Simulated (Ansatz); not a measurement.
## YPd (Cmcm, No. 63; cell taken from a computed entry)

Computed with LDA (Ansatz, a quantum-chemistry and plane-wave program, PAW).

Numerical settings: plane-wave cutoff 520 eV, 16×16×12 k mesh (along the axes of the cell as run), Fermi–Dirac smearing 0.05 eV, scalar-relativistic PAW data made under PBE.

Cell (relaxed at this level):

PdY is taken in the orthorhombic space group Cmcm (No. 63), Pearson symbol oS8. Lattice parameters: a = 3.6378 Å, b = 10.2754 Å, c = 4.4719 Å, α = β = γ = 90.00°. Y on 4c sees 7 Pd at 2.845–2.932 Å and 8 Y at 3.609–3.691 Å. Pd on 4c sees 2 Pd at 2.841 Å and 7 Y at 2.845–2.932 Å. (Neighbours: up to the widest gap in distance over summed covalent radii, below 1.35, at either atom.)
(The calculation used a cell of 4 atoms; values per cell refer to that cell.)

- band gap: none
- bulk modulus B0: 99.0 GPa

Note: the relaxation could not lower the start's symmetry, so the cell can be a saddle point above a distorted one; the bulk modulus is −V dP/dV from two relaxed cells at ±2 % in volume.

Spin–orbit coupling is not included.

It cost about 8 core-minutes (a rough figure) of CPU time.
